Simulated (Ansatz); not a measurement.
System: TiAl3 (Pmm2, No. 25, 4 atoms in the cell; start mp-1217027; a measured phase of this formula has another space group). Method: r²SCAN (Ansatz, an electronic-structure program, plane waves, PAW).

Numerical settings: plane-wave cutoff 560 eV, 20×12×12 k mesh (along the axes of the cell as run), Fermi–Dirac smearing 0.05 eV, no spin polarisation, scalar-relativistic PAW data made under PBE.

Cell (relaxed at this level):

Al3Ti has the orthorhombic space group Pmm2 (No. 25), Pearson symbol oP4. Cell: a = 2.786 Å, b = 4.668 Å, c = 4.906 Å, α = β = γ = 90.00°. Ti on 1b sees 2 Ti at 2.786 Å and 10 Al at 2.820–2.843 Å (anticuboctahedral). Al1 on 1d is coordinated by 8 Al at 2.786–2.850 Å and 4 Ti at 2.820–2.822 Å (anticuboctahedral). Al2 on 1c is coordinated by 8 Al at 2.786–2.843 Å and 4 Ti at 2.843 Å (anticuboctahedral). Al3 on 1a has 10 Al at 2.786–2.850 Å and 2 Ti at 2.827 Å (anticuboctahedral). (Neighbours: up to the widest gap in distance over summed covalent radii, below 1.35, at either atom.)

Task: Estimate the bulk modulus that the calculation returns.

Result: 
- bulk modulus: 108 GPa

Note: the run has no spin polarisation, so it can have missed a magnetic state; the bulk modulus is −V dP/dV from two relaxed cells at ±2 % in volume; the relaxation could not lower the start's symmetry, so the cell can be a saddle point above a distorted one.

The computed numbers hold no vibrational or temperature effects.

The result took around 12 core-minutes (rough).

A start named mp-… is a Materials Project structure, which need not be a measured phase.
